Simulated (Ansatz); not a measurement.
Base system: SiO₂ in the rutile structure (space group P4_2/mnm, No. 136; a = 4.185 Å, c = 2.669 Å). Axes: x, y, z lie along a, b, c of the conventional cell.

The values are results of plane-wave PAW DFT at the r2SCAN level (Ansatz, a program for electronic structure, 500 eV), scalar-relativistic without spin-orbit coupling, not measurements.

For the base:

* **Width of the top valence band**: 2.71 eV
* **Hole mass**: 1.7 mₑ along c, 1.1 mₑ across (at Γ)
* **Band gap**: 6.51 eV
* **Electron mass**: 0.38 mₑ along c, 0.48 mₑ across (at Γ)

Now apply this change: biaxial strain −1.25 %, plane normal [001], relaxed out of plane (Cartesian); in-plane vectors clamped, the third vector and the atoms free.

### Question
What does the calculation give for the width of the top valence band after the change?

### Answer
The width of the top valence band rises by 0.045 eV (2.71 eV → 2.75 eV).

### Question
Estimate the effect on the hole mass.

### Answer
The hole mass changes from 1.7 mₑ along c, 1.1 mₑ across (at Γ) to 1.5 mₑ out of plane, 1.1 mₑ in plane (at Γ).

### Question
What happens to the band gap?

### Answer
The band gap rises by 0.23 eV, from 6.51 eV to 6.74 eV.

### Question
Estimate the effect on the electron mass.

### Answer
The electron mass becomes 0.37 mₑ out of plane, 0.50 mₑ in plane (at Γ) (base: 0.38 mₑ along c, 0.48 mₑ across (at Γ)).

Effective masses come from finite differences of ±0.01 Å⁻¹. Stability against distortions was not tested.
